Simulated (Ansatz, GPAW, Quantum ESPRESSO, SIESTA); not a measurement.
Tl (P6_3/mmc, 2 atoms in the cell) computed with different codes at matched settings

Self-consistent single point.

```
Tl
1.0
    1.71651    -2.97308     0.00000
    1.71651     2.97308     0.00000
    0.00000     0.00000     5.47694
Tl
2
Direct
  0.33333   0.66667   0.25000
  0.66667   0.33333   0.75000
```

Shared settings, as Ansatz (a first-principles code) writes them: kpoints.mp_grid.grid = 3 3 2; scf.occupations.method = gaussian; scf.occupations.width = 0.05 eV. Potentials and cutoffs stand in the table.

```csv
code,model,pressure (GPa),cutoff
Quantum ESPRESSO,"PBE, SSSP 1.1.2 efficiency (PBE) pseudopotentials",2.45,40 Ry
Ansatz,"PBE, default PAW files",4.02,default
SIESTA,"GGA PBE, numerical atomic orbitals DZP, PseudoDojo PBE standard norm-conserving potentials (rewritten from UPF to PSML)",4.45,grid 400 Ry
GPAW,"PBE, GPAW PAW datasets PBE (gpaw-data 1.0.1)",3.67,600 eV
```

On Ansatz's run: spin-orbit coupling is off.

The spread over the programs that give each value: pressure within 2.00 GPa.

SIESTA uses small atom-centred bases, whose incompleteness enters pressures, forces and empty levels differently from a plane-wave cutoff. Ansatz's pressure is given at a fixed set of plane waves, as the other plane-wave codes print theirs; with its correction for the finite basis it is 4.07 GPa. In the pressure, Quantum ESPRESSO (by 1.22) lies more than 1 GPa from the median of the plane-wave programs.

On the base mesh (8 8 4) the same programs gave: Ansatz pressure 4.80 GPa; Quantum ESPRESSO pressure 3.21 GPa; GPAW pressure 4.48 GPa; SIESTA pressure 4.83 GPa.

The values differ from the base mesh's, so the mesh still matters here: the table compares the programs at equal settings.

The starting cell has typed, rounded lattice constants, without a prior relaxation at this level. Its lattice was rescaled by a random factor within 2.5 % of one.

Left out of this page: CP2K (on another mesh); Elk and FLEUR (not drawn, or without a comparable value).

Keys are those of Ansatz 0.2.
